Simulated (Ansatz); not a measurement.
## Several settings converged on LuCd (P4mm, 2 atoms in the cell)

```
LuCd
1.0
    3.62278     0.00000     0.00000
    0.00000     3.62278     0.00000
    0.00000     0.00000     3.62278
Lu Cd
1 1
Direct
  0.50000   0.50000   0.51380
  0.00000   0.00000   0.00000
```

Base method: PBEsol, default PAW files made with PBE (plane waves; Ansatz, a first-principles code).

Base settings: basis.ecutwfc = 30.9 Ry; kpoints.mp_grid.grid = 9 9 9; hamiltonian.xc = pbesol; hamiltonian.pseudopotentials = {kind: paw} (the program's default PAW files); scf.occupations.method = fermi_dirac; scf.occupations.width = 0.0073 Ry.

The count of work is k-points × plane waves × bands × iterations; it is no time. Core times come from one kind of shared machine, to one figure; runs under 30 s give none.

**The width of Fermi-Dirac smearing**

In this ladder: kpoints.mp_grid.grid = 15 15 15.

Narrow widths need finer meshes than wide ones, so the last steps can hold mesh noise.

Only quantities that move along the ladder and can be compared are tabulated; pressure and forces are left out, as mesh noise rules them at narrow widths.

```tsv
scf.occupations.width	free energy less the last step's (meV/atom)	energy extrapolated to zero width less the last step's (meV/atom)
0.0735 Ry	-1124.15	29.04
0.0367 Ry	-274.13	-8.29
0.022 Ry	-94.46	-4.47
0.0147 Ry	-36.88	-1.61
0.0073 Ry	0.00	0.00
```

Widest scf.occupations.width that holds the energy extrapolated to zero width within 2 meV/atom: not settled: the last two steps still differ by 1.6 meV/atom, over half the tolerance, so the ladder does not show it.

Widest scf.occupations.width that holds the free energy within 5 meV/atom: not settled: the last two steps still differ by 37 meV/atom, over half the tolerance, so the ladder does not show it.

The extrapolation to zero width removes most of the smearing's effect on the energy.

**The width of Methfessel-Paxton smearing**

In this ladder: kpoints.mp_grid.grid = 15 15 15; scf.occupations.method = methfessel_paxton.

Narrow widths need finer meshes than wide ones, so the last steps can hold mesh noise.

Only quantities that move along the ladder and can be compared are tabulated; pressure and forces are left out, as mesh noise rules them at narrow widths.

```csv
scf.occupations.width,free energy less the last step's (meV/atom)
0.0735 Ry,-5.77
0.0367 Ry,-1.00
0.022 Ry,0.52
0.0147 Ry,0.08
0.0073 Ry,-0.18
0.0037 Ry,0.00
```

Widest scf.occupations.width that holds the free energy within 2 meV/atom of the last step, with all finer ones: 0.0367 Ry; the step before is off by 5.8 meV/atom.

**The mesh under tetrahedron occupations**

In this ladder: scf.occupations.method = tetrahedron; scf.occupations.width = default.

Only quantities that move along the ladder and can be compared are tabulated.

```tsv
kpoints.mp_grid.grid	free energy less the last step's (meV/atom)	pressure (GPa)	largest difference of a force vector from the last step's (eV/Å)	count of work / last	core time / last (rough)
4 4 4	83.06	-1.26	0.030	0.026	–
5 5 5	9.60	-0.92	0.006	0.026	–
6 6 6	-3.41	-0.99	0.009	0.055	–
7 7 7	-7.70	-0.86	0.003	0.055	–
9 9 9	0.09	-0.82	0.000	0.10	–
11 11 11	0.73	-0.84	0.002	0.17	–
14 14 14	-0.44	-0.81	0.000	0.40	0.5
17 17 17	0.26	-0.82	0.001	0.56	0.6
21 21 21	0.00	-0.82	0.000	1.0	1
```

Coarsest kpoints.mp_grid.grid that holds the pressure within 0.2 GPa of the last step, with all finer ones: 5 5 5, at 0.026 of the last step's count of work; the step before is off by 0.45 GPa.

Coarsest kpoints.mp_grid.grid that holds the free energy within 5 meV/atom of the last step, with all finer ones: 9 9 9, at 0.10 of the last step's count of work; the step before is off by 7.7 meV/atom.

Coarsest kpoints.mp_grid.grid that holds the forces within 0.01 eV/Å of the last step, with all finer ones: 5 5 5, at 0.026 of the last step's count of work; the step before is off by 0.030 eV/Å.

On the base run: the starting cell comes from a database of computed structures (which also holds hypothetical and non-ambient phases and stackings), without a prior relaxation at this level. Its lattice was rescaled by up to half a per cent. One atom was moved a little off its site on purpose. Ansatz's pressure includes its estimate of the finite-basis (Pulay) stress.

Left out of this page: 4 runs of the series outside the window shown, repeating another row's setting, or not comparable.

Keys are those of Ansatz 0.2.
